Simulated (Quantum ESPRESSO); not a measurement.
Worked example: self-consistent single point of AlCd₃ (I4/mmm, 4 atoms in the cell) in Quantum ESPRESSO.

Method of the run: PBEsol, GBRV 1.5 ultrasoft (PBESOL) pseudopotentials (plane waves; Quantum ESPRESSO 7.5).

```yaml
crystal:
  lattice:
    - [2.20212, -2.20212, 4.48219]
    - [2.20212, 2.20212, 4.48219]
    - [-2.20212, -2.20212, 4.48219]
  atoms:
    - { symbol: Al, position: [0.00000, 0.00000, 0.00000] }
    - { symbol: Cd, position: [0.50000, 0.25000, 0.75000] }
    - { symbol: Cd, position: [0.50000, 0.75000, 0.25000] }
    - { symbol: Cd, position: [0.00000, 0.50000, 0.50000] }
```

Reference input (self-consistent single point, DFT, PBEsol, plane waves, GBRV 1.5 ultrasoft (PBESOL) pseudopotentials): ecutwfc = 40 Ry; ecutrho = 200 Ry; occupations = smearing; smearing = cold; degauss = 0.0147 Ry; potentials = {Al: al_pbesol_v1.uspp.F.UPF, Cd: cd_pbesol_v1.uspp.F.UPF}; K_POINTS = automatic 7 7 7 0 0 0; conv_thr = 1e-11 Ry. This run's input differs from it in these lines:

```diff
@@ -14,4 +14,4 @@
  ntyp = 2
- ecutwfc = 40
- ecutrho = 200
+ ecutwfc = 80
+ ecutrho = 400
  occupations = 'smearing'
```

Output, abridged:

```
     Self-consistent Calculation

     iteration #  1     ecut=    80.00 Ry     beta= 0.70

     negative rho (up, down):  6.037E-02 0.000E+00

     total energy              =    -349.84054036 Ry
     estimated scf accuracy    <       0.55237644 Ry

     iteration #  2     ecut=    80.00 Ry     beta= 0.70

     negative rho (up, down):  6.317E-02 0.000E+00

     total energy              =    -350.05157597 Ry
     estimated scf accuracy    <       0.30575516 Ry

     iteration #  3     ecut=    80.00 Ry     beta= 0.70

     negative rho (up, down):  6.370E-02 0.000E+00

     total energy              =    -350.10481844 Ry
     estimated scf accuracy    <       0.00338849 Ry

   [... 6 blocks of this kind left out ...]

     iteration # 10     ecut=    80.00 Ry     beta= 0.70

     negative rho (up, down):  6.428E-02 0.000E+00

     total energy              =    -350.10708670 Ry
     estimated scf accuracy    <          1.1E-09 Ry

     iteration # 11     ecut=    80.00 Ry     beta= 0.70

     negative rho (up, down):  6.428E-02 0.000E+00
     End of self-consistent calculation

     the Fermi energy is     9.8324 ev

!    total energy              =    -350.10708670 Ry
     estimated scf accuracy    <          2.3E-12 Ry
     smearing contrib. (-TS)   =      -0.00038698 Ry
     internal energy E=F+TS    =    -350.10669971 Ry

     convergence has been achieved in  11 iterations

     negative rho (up, down):  6.428E-02 0.000E+00

     Forces acting on atoms (cartesian axes, Ry/au):

     atom    1 type  1   force =     0.00000000    0.00000000    0.00000000
   [... zero for the other atoms too ...]

     Total force =     0.000000     Total SCF correction =     0.000000

     negative rho (up, down):  6.428E-02 0.000E+00
          total   stress  (Ry/bohr**3)                   (kbar)     P=      -40.62
  -0.00026616   0.00000000  -0.00000000          -39.15        0.00       -0.00
  -0.00000000  -0.00026616   0.00000000           -0.00      -39.15        0.00
  -0.00000000   0.00000000  -0.00029615           -0.00        0.00      -43.57

   JOB DONE.
```

The run converged in 11 iterations. Against the reference run the free energy goes down by 71.6 meV/atom and the pressure goes from -4.28 to -4.06 GPa.

The starting cell comes from a database of computed structures (which also holds hypothetical and non-ambient phases and stackings), without a prior relaxation at this level. Its lattice was rescaled by a random factor within 2.5 % of one.

Cost on one core of a shared machine: roughly 4 min.
